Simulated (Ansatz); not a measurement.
System: AlB2-type TiB₂. Method: PBEsol in Ansatz (PAW).

Settings: plane-wave cutoff 500 eV, 18×18×12 k mesh (along the axes of the cell as run), Fermi–Dirac smearing 0.05 eV, no spin polarisation, scalar-relativistic PAW data made under PBE.

Computed at the level's own relaxed cell.

### Question
Estimate the equilibrium volume per atom, lattice parameter a and lattice parameter c that the calculation returns.

### Answer

* **equilibrium volume per atom**: 8.37 Å³/atom
* **lattice parameter a**: 3.017 Å
* **lattice parameter c**: 3.186 Å

Measured, for comparison: lattice constant a 3.029 Å, lattice parameter c 3.229 Å (293 K, no zero-point or thermal correction; as tabulated in R. G. Munro, J. Res. NIST 105, 709 (2000), Material Properties of Titanium …). Computed (rounded) less measured: lattice constant a -0.4 %, lattice parameter c -1.3 %. A static lattice is as a rule a little smaller and stiffer than an uncorrected measurement, which narrows the difference in the lattice constant a, lattice parameter c and would widen misses of the other sign.

Static lattice: no zero-point or thermal effects.

Ansatz is a first-principles code.
